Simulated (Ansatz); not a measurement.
Ansatz (an electronic-structure program) run on CoAl (P4mm, 2 atoms in the cell): self-consistent single point.

Level of theory: PBEsol, harder PAW files (source: ansatz) made with PBE (plane waves; Ansatz).

```yaml
crystal:
  lattice:
    - [2.85142, 0.00000, 0.00000]
    - [0.00000, 2.85142, 0.00000]
    - [0.00000, 0.00000, 2.85142]
  atoms:
    - { symbol: Al, position: [0.50000, 0.50000, 0.51753] }
    - { symbol: Co, position: [0.00000, 0.00000, 0.00000] }
```

Reference input (self-consistent single point, DFT, PBEsol, plane waves, default PAW files made with PBE): basis.ecutwfc = 420 eV; kpoints.mp_grid.grid = 12 12 12; hamiltonian.xc = pbesol; hamiltonian.pseudopotentials = {kind: paw} (the program's default PAW files); scf.occupations.method = gaussian; scf.occupations.width = 0.1 eV. This run's input differs from it in these lines:

Ansatz 0.2 input:
```diff
@@ -10,3 +10,3 @@
 basis:
-  ecutwfc: 420.0 eV
+  ecutwfc: 1800.0 eV
 kpoints:
@@ -18,2 +18,3 @@
     kind: paw
+    source: ansatz
 scf:
```

Log, with long lists cut:

```
SCF iter   1: F=—  HF=-7512.568113 eV  |F-HF|=—  |Δ(HF+E_count)|=         —  Δρ=5.29e-2  dr2=2.81e-1  ethr=3.10e-3  ⟨swp⟩=5.8  Hψ=18031  notcnv=0
all-band conjugate gradients solve this SCF's bands
preconditioner: auto → none
SCF iter   2: F=—  HF=-7512.523864 eV  |F-HF|=—  |Δ(HF+E_count)|=   4.42e-2  Δρ=3.15e-2  dr2=2.26e-1  ethr=1.00e-3  ⟨swp⟩=2.4  Hψ=6218  notcnv=0  defer=10
   [... lines left out ...]
SCF iter   4: F=—  HF=-7512.464945 eV  |F-HF|=—  |Δ(HF+E_count)|=   7.54e-4  Δρ=1.52e-3  dr2=2.23e-4  ethr=1.77e-5  ⟨swp⟩=2.7  Hψ=7032  notcnv=0  defer=10
SCF iter   5: F=—  HF=-7512.464905 eV  |F-HF|=—  |Δ(HF+E_count)|=   4.01e-5  Δρ=2.69e-4  dr2=1.13e-5  ethr=7.95e-7  ⟨swp⟩=2.9  Hψ=6503  notcnv=0  defer=10
SCF iter   6: F=—  HF=-7512.464902 eV  |F-HF|=—  |Δ(HF+E_count)|=   3.75e-6  Δρ=8.02e-5  dr2=6.87e-7  ethr=4.05e-8  ⟨swp⟩=2.0  Hψ=4668  notcnv=0  defer=10
SCF iter   7: F=-7512.464902 eV  HF=-7512.464902 eV  |F-HF|=8.73e-10  |Δ(HF+E_count)|=   3.48e-8  Δρ=6.36e-6  dr2=2.40e-9  ethr=3.57e-10  ⟨swp⟩=7.3  Hψ=17693  notcnv=0
SCF 1 converged in 7 iterations: F = -7512.464902 eV  dr2 = 2.40e-9
Free energy (F): -7512.464902 eV
Internal energy: -7512.460435 eV  (E = F + TS)
E sigma→0 (E₀):  -7512.462668 eV
Entropy (-TS):   -0.004467 eV (-2.233 meV/atom)
Fermi energy:    16.027201 eV
--- Forces (eV/Å), atoms counted from 1 ---
  atom   1  Al     0.00000000     0.00000000    -0.35143830
  atom   2  Co    -0.00000000     0.00000000     0.35143105
--- Stress (GPa, compression-positive) ---
       -5.340791       0.000000       0.000000
        0.000000      -5.340791       0.000000
        0.000000       0.000000      -5.469452
  P = ⅓ Tr σ = -5.3837 GPa (-53.837 kbar)
  The stress holds the Pulay correction. Without it, at fixed plane waves, as pw.x and ABINIT print it: P = -5.3876 GPa
```

The run converged in 7 iterations. Against the reference run the pressure hardly changes (-5.32 to -5.38 GPa) and the largest force hardly changes (0.352 to 0.351 eV/Å).

The starting cell has typed, rounded lattice constants, without a prior relaxation at this level. Its lattice was rescaled by up to half a per cent. One atom was moved a little off its site on purpose. Spin polarisation is off. Ansatz's pressure includes its estimate of the finite-basis (Pulay) stress.
